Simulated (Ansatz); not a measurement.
**Si3N4 (space group Fd-3m, No. 227)**

```
CELL_PARAMETERS angstrom
      0.00000     3.87184     3.87184
      3.87184     0.00000     3.87184
      3.87184     3.87184     0.00000
ATOMIC_POSITIONS crystal
  Si 0.62500 0.62500 0.62500
  Si 0.12500 0.62500 0.62500
  Si 0.62500 0.12500 0.62500
  Si 0.62500 0.62500 0.12500
  Si 0.25000 0.25000 0.25000
  Si 0.00000 0.00000 0.00000
  N  0.86755 0.86755 0.86755
  N  0.39735 0.86755 0.86755
  N  0.86755 0.39735 0.86755
  N  0.86755 0.86755 0.39735
  N  0.38245 0.38245 0.38245
  N  0.85265 0.38245 0.38245
  N  0.38245 0.85265 0.38245
  N  0.38245 0.38245 0.85265
```

Method: PBEsol (Ansatz, a first-principles code; PAW; 420 eV plane waves; spin-orbit coupling left out). Settings: 6×6×6 k-points, 0.05 eV Fermi–Dirac smearing.

```json
{
  "volume_per_atom": "8.29 Å³",
  "density": "4.01 g/cm³",
  "band_gap": "3.29 eV, indirect, a point along ⟨110⟩, about 0.4 Å⁻¹ from Γ → Γ",
  "Electron mass (degenerate bands, along [100])": "0.33, 0.33, 0.59 mₑ",
  "Lowest conduction-band minima above the VBM": "Γ 3.29 eV",
  "total_energy": "-483.765 eV/atom (σ→0; compares only within this code and set-up)"
}
```

Effective masses come from finite differences of ±0.01 Å⁻¹. Whether these cells are dynamically stable was not tested.
